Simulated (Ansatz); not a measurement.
Checking a run of Ansatz (an electronic-structure program) on AlN (P6_3mc, 4 atoms in the cell). The aim is a self-consistent single point with DFT, LDA (PW92), plane waves, PAW files made with PBE.

Cell that was meant: a = 3.0770 Å, b = 3.0770 Å, c = 4.9342 Å, α = 90.00°, β = 90.00°, γ = 120.00°.

Part of the input:

```yaml
crystal:
  lattice:
    - [5.814627, 0.000000, 0.000000]
    - [-2.907313, 5.035614, 0.000000]
    - [0.000000, 0.000000, 9.324249]
  atoms:
    - { symbol: Al, position: [0.666667, 0.333333, 0.499290] }
    - { symbol: Al, position: [0.333333, 0.666667, 0.999290] }
```

Output (repeated stretches shortened):

```
   [... lines left out ...]
Initial density: superposition of atomic densities (chi_scale 0.1, normalization cell), built separately for each of the 4 bonded fragments …
Initial wavefunctions: pseudopotential atomic-orbital guess
Eigensolver: davidson
Functional: x = slater, c = lda
SCF iter   1: F=—  HF=-1758.609894 eV  |F-HF|=—  |Δ(HF+E_count)|=         —  Δρ=5.67e-2  dr2=2.25e1  ethr=3.10e-3  ⟨swp⟩=4.2  Hψ=3827  notcnv=0  defer=152
all-band conjugate gradients solve this SCF's bands
preconditioner: auto → Resta (q_TF=auto, 1.700 Å⁻¹)
SCF iter   2: F=—  HF=-1757.507476 eV  |F-HF|=—  |Δ(HF+E_count)|=    1.10e0  Δρ=6.80e-2  dr2=1.70e1  ethr=3.10e-3  ⟨swp⟩=3.1  Hψ=2953  notcnv=0  defer=47
   [... lines left out ...]
WARN: the bands overlap at the fill by count (8 filled at each k-point of a channel) …
SCF 1 converged in 11 iterations: F = -1755.380173 eV  dr2 = 1.00e-8
Free energy (F): -1755.380173 eV
Internal energy: -1755.380173 eV  (E = F + TS)
E sigma→0 (E₀):  -1755.380173 eV
Fermi energy:    -2.895368 eV
--- Forces (eV/Å), atoms counted from 1 ---
  atom   1  Al    -0.00000000    -0.00000000     0.01336253
  atom   2  Al    -0.00000000     0.00000000     0.01336253
  atom   3  N      0.00000000    -0.00000000    -0.01336627
  atom   4  N     -0.00000000     0.00000000    -0.01336627
--- Stress (GPa, compression-positive) ---
       -4.435336      -0.000000      -0.000000
        0.000000      -4.435336      -0.000000
        0.000000      -0.000000      -4.179458
  P = ⅓ Tr σ = -4.3500 GPa (-43.500 kbar)
  The stress holds the Pulay correction. Without it, at fixed plane waves, as pw.x and ABINIT print it: P = -4.4010 GPa
```

Task: Is anything amiss in this input, and did it matter?

Result: The run is not sound. The fault is this: lattice typed in bohr, read as angstrom. 1 bohr is 0.529 Å, so a mix-up scales every length by 1.89 or 0.529 and the volume by 6.75 or 0.148. To fix it, give the lengths in the unit that the key or card expects. The run converged in 11 iterations without an error; against the sound input the free energy rises by 6.08 eV/atom, the pressure goes from 2.04 to -4.35 GPa, the largest force moves little (0.016 to 0.013 eV/Å) and no clean gap remains on the mesh (levels overlap or are partly filled), against 4.51 eV before. The full log also holds (shortened here): “WARN: iter 2: σ=0 fill of 8 bands saw a band overlap (occupied -1.7090 eV > unoccupied -1.8165 eV) — on an unconverged iterate often a transient of an (band_overlap_at_count)”.

The sound input it was made from differs as follows (other fixes are possible):
```diff
-    - [5.814627, 0.000000, 0.000000]
-    - [-2.907313, 5.035614, 0.000000]
-    - [0.000000, 0.000000, 9.324249]
+    - [3.076968, 0.000000, 0.000000]
+    - [-1.538484, 2.664732, 0.000000]
+    - [0.000000, 0.000000, 4.934180]
```

With that input, the run converged in 6 iterations: free energy E − TS (on the zero of these files) -1779.7102 eV; top of the valence band (on the code's own zero) 7.18 eV; gap on the k-point mesh 4.51 eV; pressure 2.04 GPa; largest force (vector length) 0.016 eV/Å (DFT, LDA (PW92), plane waves, PAW files made with PBE).

On the sound input: the starting cell comes from a database of computed structures (which also holds hypothetical and non-ambient phases and stackings), without a prior relaxation at this level. Its lattice was rescaled by a random factor within 2.5 % of one. Ansatz's pressure includes its estimate of the finite-basis (Pulay) stress.
